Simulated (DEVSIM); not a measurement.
System: Si n-i-p diode, at 300 K.

Layer 1 from the left is Si, thickness (μm) 1.10, Nd (cm⁻³) 1.2e19, τn (s) 0.00014, τp (s) 0.00014. Layer 2 from the left is Si, thickness (μm) 3.40, Na (cm⁻³) 2.7e12, τn (s) 0.00014, τp (s) 0.00014. Layer 3 from the left is Si, thickness (μm) 1.40, Na (cm⁻³) 1e19, τn (s) 0.00014, τp (s) 0.00014.

Left contact: ohmic. Right contact: ohmic. Voltage is applied to the left contact. Recombination: SRH at mid-gap. Mobility is constant in doping.

This is a model device: material constants are rounded textbook-type values typed into the input, and sizes, dopings and lifetimes were drawn at random. Values at 300 K.

Si: gap (eV) 1.124, affinity (eV) 4.05, permittivity 11.7, Nc (cm⁻³) 2.86e19, Nv (cm⁻³) 3.1e19, μn (cm²/Vs) 1417, μp (cm²/Vs) 470.

DEVSIM, 1D drift-diffusion, Boltzmann statistics, complete ionisation; no tunnelling, impact ionisation, image-force lowering or self-heating.

Task: What does the simulation give for the dark forward voltage at 1 A/cm², the dark forward voltage at 100 A/cm²?

Result: dark forward voltage at 1 A/cm² 0.725 V; dark forward voltage at 100 A/cm² 0.845 V.
